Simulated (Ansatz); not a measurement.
## LiF under load (space group R-3m): band-edge transport data

Given:

```xyz
2
Lattice="-0.0595 2.0078 2.0078 2.0078 -0.0595 2.0078 2.0078 2.0078 -0.0595" Properties=species:S:1:pos:R:3 pbc="T T T"
Li     0.0000     0.0000     0.0000
F      1.9781     1.9781     1.9781
```

All values below come from r2SCAN, rigid bands (plane waves, PAW, scalar-relativistic; Ansatz, an electronic-structure program). Condition of this run: biaxial stress in (111) of -4.8 GPa (compression positive) (the target of the relaxation). Geometry: cell and atoms relaxed with PBEsol, then loaded as said.

```json
{
 "band_gap": "9.59 eV",
 "electron conductivity mass (300 K, dilute)": "0.86 mₑ",
 "hole conductivity mass (300 K, dilute)": "3.1 mₑ",
 "effective density of states N_c (300 K)": "2.0e19 cm⁻³",
 "effective density of states N_v (300 K)": "2.9e20 cm⁻³",
 "density_of_states_mass_electrons": "0.87 mₑ",
 "density_of_states_mass_holes": "5.1 mₑ",
 "Seebeck coefficient, n-type 1e19 cm⁻³, 300 K": "-278 μV/K",
 "best n-type power factor at 300 K for τ = 10 fs (best axis; densities from 1e16 to 1e21 cm⁻³ tried, whether or not they can be reached)": "3.8 μW/(cm·K²) at 1e20 cm⁻³",
 "Seebeck coefficient, p-type 1e19 cm⁻³, 300 K": "533 μV/K"
}
```

Rigid bands; masses and Seebeck coefficients take one relaxation time τ for all states and one kind of carrier; polarons and phonon drag are left out. Spin-orbit coupling is left out. Geometry: cell and atoms relaxed with PBEsol.
